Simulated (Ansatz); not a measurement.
The starting structures come from a database of crystals and need not be the phases stable at ambient conditions.

The decay constant κ of evanescent states in the gap governs leakage through a thin film.

Given:

```yaml
crystal:
  lattice:
    - [7.59671, -0.05149, 0.00000]
    - [-1.13891, 7.80018, 0.00000]
    - [-0.56945, 3.90009, 4.42229]
  atoms:
    - { symbol: Hg, position: [0.83333, 0.41002, 0.73160] }
    - { symbol: Hg, position: [0.16667, 0.58998, 0.26840] }
    - { symbol: Hg, position: [0.66667, 0.85838, 0.73160] }
    - { symbol: Hg, position: [0.33333, 0.14162, 0.26840] }
    - { symbol: P, position: [0.47758, 0.17648, 0.88325] }
    - { symbol: P, position: [0.52242, 0.82352, 0.11675] }
    - { symbol: P, position: [0.02242, 0.94026, 0.88325] }
    - { symbol: P, position: [0.97758, 0.05974, 0.11675] }
    - { symbol: P, position: [0.75000, 0.80406, 0.39189] }
    - { symbol: P, position: [0.25000, 0.19594, 0.60811] }
    - { symbol: Cl, position: [0.75000, 0.37081, 0.25837] }
    - { symbol: Cl, position: [0.25000, 0.62919, 0.74163] }
```

Space group of this cell: C2/c. The cell was relaxed by PBE-D3(BJ); by PBEsol its mean pressure is -0.8 GPa.

Transport runs along the normal of the first two printed cell vectors.

The gap is the functional's own. No spin-orbit coupling. Mid-gap values are interpolated on the energy grid.

Q: Compute, with PBEsol (Ansatz, a program for electronic structure), the band gap and the smallest decay constant κ at mid-gap.

A: Gap 1.08 eV on a 4×8×8 mesh; κ = 0.172 1/Å, at the zone centre.
